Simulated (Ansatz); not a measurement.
**By hand: formation energy of CsSnBr3 (cubic perovskite, Pm-3m) from the elements**

We look at the formation energy of CsSnBr3 (cubic perovskite, Pm-3m) from the elements. Reaction: Sn (white tin) + 3 Br (Cmce) + Cs (bcc) → CsSnBr3 (cubic perovskite). The sign is products less reactants. The value is per atom of the solid.

CsSnBr3 (cubic perovskite, Pm-3m), 5 atoms in the cell. Conventional cell: a = b = c = 5.816 Å, α = β = γ = 90.00°.

Ansatz (a first-principles code) with PAW potentials; structures come from PBE+D3(BJ) relaxations, nuclei static, no net charge. Ansatz runs with its default PAW set. Other levels take these structures. The lattices are those relaxed with PBE+D3(BJ), so at other levels the solids can be strained, which adds to the spread. Spin-orbit coupling is left out.

Total energies of the cells in eV, at zero smearing width. They compare only within one column; the weights balance every element.

| cell | atoms | weight | PBE+D3(BJ) | PBEsol |
|---|---|---|---|---|
| CsSnBr3 (cubic perovskite) | 5 | +2 | -20051.80141 | -19751.04820 |
| Sn (white tin) | 2 | −1 | -12049.10482 | -11899.56239 |
| Br (Cmce) | 4 | −3/2 | -11133.54743 | -10945.87440 |
| Cs (bcc) | 1 | −2 | -5670.85448 | -5585.79453 |

PBE+D3(BJ): 2 × (-20051.80141) − (-12049.10482) − 3/2 × (-11133.54743) − 2 × (-5670.85448) = -12.468 eV; dividing by 10 atoms gives -1.25 eV/atom.

PBEsol: 2 × (-19751.04820) − (-11899.56239) − 3/2 × (-10945.87440) − 2 × (-5585.79453) = -12.133 eV; dividing by 10 atoms gives -1.21 eV/atom.

What follows from the PBE+D3(BJ) value: A formula unit of CsSnBr3 has 5 atoms, so it forms with -1.2468 × 5 = -6.234 eV, or -601.5 kJ/mol at 96.485 kJ/mol per eV.
